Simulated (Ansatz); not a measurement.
Consider this model of amorphous Hf10Al10O35.

```xyz
55
Lattice="8.8845 0.1253 0.0273 0.1253 8.5512 -0.1570 0.0273 -0.1570 8.6371" Properties=species:S:1:pos:R:3 pbc="T T T"
Hf     0.8540     8.2639    -0.0730
Hf     7.3414     0.2558     3.2814
Hf     1.5440     6.9320     5.0387
Hf     7.5178     2.9300     0.3751
Hf     4.1639     5.1356     0.3058
Hf     7.8394     6.1101     0.8918
Hf     6.0105     4.8047     3.2488
Hf     0.1860     3.8177     4.2893
Hf     7.4314     7.1773     6.0171
Hf     5.5233     3.1342     6.0309
Al     4.1510     8.4323     8.0309
Al     4.5857     0.0985     5.0680
Al     1.1544     4.7501     7.3178
Al     2.2529     1.6518     6.0837
Al     1.4462     1.2390     3.2373
Al     3.1203     4.2488     3.4105
Al     2.2730     2.0926     0.4659
Al     4.3623     5.9748     5.7951
Al     4.9398     1.7511     2.0235
Al     4.4530     7.2656     2.4590
O      4.1744     1.5625     0.4709
O      8.0286     4.6863     2.6500
O      0.3741     7.9441     6.6188
O      4.5404     3.2613     2.6981
O      6.3915     0.2836     5.1310
O      2.6012     3.8361     0.0404
O      8.9114     5.5281     5.8744
O      6.1173     6.0369     4.9802
O      7.0995     6.8765     7.9578
O      8.6486     7.5161     4.1477
O      4.7556     7.7182     6.5538
O      8.6589     1.7768     3.6511
O      1.9124     2.9360     3.2583
O      5.0316     4.7761     7.1382
O      4.0461     1.7264     5.7422
O      1.6669     5.2809     3.8387
O      2.0203     0.6384     1.6820
O      6.5583     2.2363     7.4466
O      4.0845     7.2486     0.5763
O      0.4045     1.8912     0.2577
O      1.3224     3.1533     6.1233
O      4.6755     0.4199     3.1534
O      2.4105     0.6757     7.6456
O      4.2414     4.4198     4.8013
O      6.2651     6.8370     2.4173
O      1.0245     6.2803     0.0750
O      3.7481     7.1511     4.3314
O      6.9251     3.5101     4.6850
O      2.5937     5.8864     6.5536
O      3.9415     5.5364     2.3603
O      8.4462     8.0499     1.4555
O      6.6749     1.7093     1.8384
O      6.0793     4.5851     0.9505
O      1.9235     0.4825     4.7820
O      8.5218     4.3684     8.3260
```

Level of theory: PBE, scalar-relativistic without spin-orbit coupling (plane waves to 420 eV, PAW; Ansatz, an electronic-structure program).

Preparation: random packing, a CHGNet melt and quench, and a DFT relaxation. O atoms were pushed apart under 1.9 Å during the dynamics, to hinder bonds among them. The hot cell started wider than the set density and was brought back towards it in steps. It is the lowest in DFT energy of 2 quenches. It is a model cell: composition and starting density were chosen by hand, and all elements were melted together. No dispersion term was used. Its density started from a set value of 6.50 and ended at 6.62 g/cm³. Cooling (nominally 150 K/ps over its main leg) ran many orders faster than in experiment, which tends to leave more defects and strain. A cell of this size samples the disorder only roughly. Volume and shape were free in the relaxation.

Cut-offs for bonds: Hf-Hf 3.34 Å, Hf-Al 3.00 Å, Hf-O 2.54 Å, Al-Al 2.66 Å, Al-O 2.40 Å, O-O 1.58 Å. Two cations that share two anions don't count as bonded, nor two that share one unless they lie closer than Hf-Hf 3.25 Å, Hf-Al 2.92 Å, Al-Al 2.59 Å.

Question: Give the coordination numbers, mean bond lengths and angles.

Answer: 
The mean coordination of Hf by anions comes out as 6.20 (3 with 5, 3 with 6, 3 with 7, 1 with 8). The mean coordination of Al by anions comes out as 4.80 (4 with 4, 4 with 5, 2 with 6) and the mean coordination of O comes out as 3.14 (2 with 2, 26 with 3, 7 with 4). The mean Hf-O bond is 2.147 Å (spread 0.119 Å, 62 counted), the mean Al-O bond is 1.865 Å (spread 0.099 Å, 48 counted) and the bond angle at Hf is mean 102.6°, spread 29.7°. The bond angle at Al is mean 106.9°, spread 26.2°. The bond angle at O is mean 114.2°, spread 18.0°.

Question: List the pairs of like atoms that count as bonded by the rules above.

Answer: There are none by these rules.

Question: What Bader charges do the atoms carry, from a run on one k-point at (1/4, 1/4, 1/4)?

Answer: Means (range): Hf +2.62 e (+2.59 to +2.67), Al +2.53 e (+2.51 to +2.55), O -1.47 e (-1.69 to -1.24).
```json
[
 {"atom": "Hf1", "charge (e)": "+2.61"},
 {"atom": "Hf2", "charge (e)": "+2.65"},
 {"atom": "Hf3", "charge (e)": "+2.63"},
 {"atom": "Hf4", "charge (e)": "+2.59"},
 {"atom": "Hf5", "charge (e)": "+2.64"},
 {"atom": "Hf6", "charge (e)": "+2.61"},
 {"atom": "Hf7", "charge (e)": "+2.60"},
 {"atom": "Hf8", "charge (e)": "+2.67"},
 {"atom": "Hf9", "charge (e)": "+2.63"},
 {"atom": "Hf10", "charge (e)": "+2.61"},
 {"atom": "Al11", "charge (e)": "+2.52"},
 {"atom": "Al12", "charge (e)": "+2.54"},
 {"atom": "Al13", "charge (e)": "+2.54"},
 {"atom": "Al14", "charge (e)": "+2.52"},
 {"atom": "Al15", "charge (e)": "+2.51"},
 {"atom": "Al16", "charge (e)": "+2.55"},
 {"atom": "Al17", "charge (e)": "+2.52"},
 {"atom": "Al18", "charge (e)": "+2.55"},
 {"atom": "Al19", "charge (e)": "+2.52"},
 {"atom": "Al20", "charge (e)": "+2.53"},
 {"atom": "O21", "charge (e)": "-1.69"},
 {"atom": "O22", "charge (e)": "-1.32"},
 {"atom": "O23", "charge (e)": "-1.31"},
 {"atom": "O24", "charge (e)": "-1.58"},
 {"atom": "O25", "charge (e)": "-1.45"},
 {"atom": "O26", "charge (e)": "-1.50"},
 {"atom": "O27", "charge (e)": "-1.41"},
 {"atom": "O28", "charge (e)": "-1.40"},
 {"atom": "O29", "charge (e)": "-1.26"},
 {"atom": "O30", "charge (e)": "-1.29"},
 {"atom": "O31", "charge (e)": "-1.67"},
 {"atom": "O32", "charge (e)": "-1.44"},
 {"atom": "O33", "charge (e)": "-1.59"},
 {"atom": "O34", "charge (e)": "-1.38"},
 {"atom": "O35", "charge (e)": "-1.57"},
 {"atom": "O36", "charge (e)": "-1.40"},
 {"atom": "O37", "charge (e)": "-1.60"},
 {"atom": "O38", "charge (e)": "-1.24"},
 {"atom": "O39", "charge (e)": "-1.56"},
 {"atom": "O40", "charge (e)": "-1.43"},
 {"atom": "O41", "charge (e)": "-1.58"},
 {"atom": "O42", "charge (e)": "-1.68"},
 {"atom": "O43", "charge (e)": "-1.66"},
 {"atom": "O44", "charge (e)": "-1.55"},
 {"atom": "O45", "charge (e)": "-1.47"},
 {"atom": "O46", "charge (e)": "-1.38"},
 {"atom": "O47", "charge (e)": "-1.62"},
 {"atom": "O48", "charge (e)": "-1.29"},
 {"atom": "O49", "charge (e)": "-1.53"},
 {"atom": "O50", "charge (e)": "-1.54"},
 {"atom": "O51", "charge (e)": "-1.30"},
 {"atom": "O52", "charge (e)": "-1.49"},
 {"atom": "O53", "charge (e)": "-1.34"},
 {"atom": "O54", "charge (e)": "-1.61"},
 {"atom": "O55", "charge (e)": "-1.39"}
]
```
